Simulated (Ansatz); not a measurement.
## Predicting a run: zincblende BAs (F-43m), biaxial stress in the (001) plane (tension)

Cell and atoms relaxed with PBEsol to each stress σ (compression positive); gaps by r2SCAN with spin-orbit coupling, rigid bands (plane waves, PAW; Ansatz, an electronic-structure program). Unloaded cell: a = 3.371 Å, b = 3.371 Å, c = 3.371 Å, α = 60.00°, β = 60.00°, γ = 60.00°.

```csv
σ (GPa),strain along [100] (%),gap (eV)
0,0,1.300
-6.40,2.23,0.858
-9.60,3.51,0.602
-12.80,4.95,0.325
```

### Question
Fit E_g = 1.300 eV + aσ + bσ² and ε = cσ + dσ² to the loaded rows by least squares.

### Answer
a = 0.0621 eV/GPa, b = -0.00110 eV/GPa²; c = -0.308 %/GPa, d = 0.00613 %/GPa².

### Question
One run was withheld, at σ = -3.20 GPa. Predict its gap and its strain along [100], then set them beside the run.

### Answer
E_g = 1.300 + (0.0621)(-3.20) + (-0.00110)(-3.20)² = 1.090 eV and ε = (-0.308)(-3.20) + (0.00613)(-3.20)² = 1.05 %. The run gave 1.092 eV and 1.07 %, misses of 0.002 eV and 0.02 percentage points.

Gaps are resolved to about 0.01 eV; third decimals are kept for the arithmetic. Every relaxation keeps the zincblende phase (space group I-4m2 under this load), so a transition, a distortion that breaks the symmetry or fracture can't show.
